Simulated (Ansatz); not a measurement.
The starting structures come from a database of crystals and need not be the phases stable at ambient conditions.

 Where the default PAW files enter, the runs use the earlier of Ansatz's two default sets.

Inside the gap of an insulator the Bloch states are evanescent, with a wavenumber k + iκ along the transport direction.

Given:

```xyz
4
Lattice="3.7418 0.0000 0.0000 -1.8709 5.5566 0.0000 0.0000 0.0000 3.9240" Properties=species:S:1:pos:R:3 pbc="T T T"
Ag     0.0000     4.4070     2.9430
Ag     1.8709     1.1495     0.9810
Cl     1.8709     4.0613     0.9810
Cl     0.0000     1.4953     2.9430
```

Space group of this cell: Cmcm. The cell is taken as given.

Transport runs along the normal of the first two printed cell vectors.

The gap is the functional's own, uncorrected, and κ follows it; spin-orbit coupling is left out. Mid-gap values are interpolated between the computed energies.

Task: Predict the band gap and the smallest decay constant κ at mid-gap from r2SCAN run with Ansatz (a first-principles code).

Result: Gap 1.01 eV on a 8×8×8 mesh; κ = 0.168 1/Å, at the zone centre.
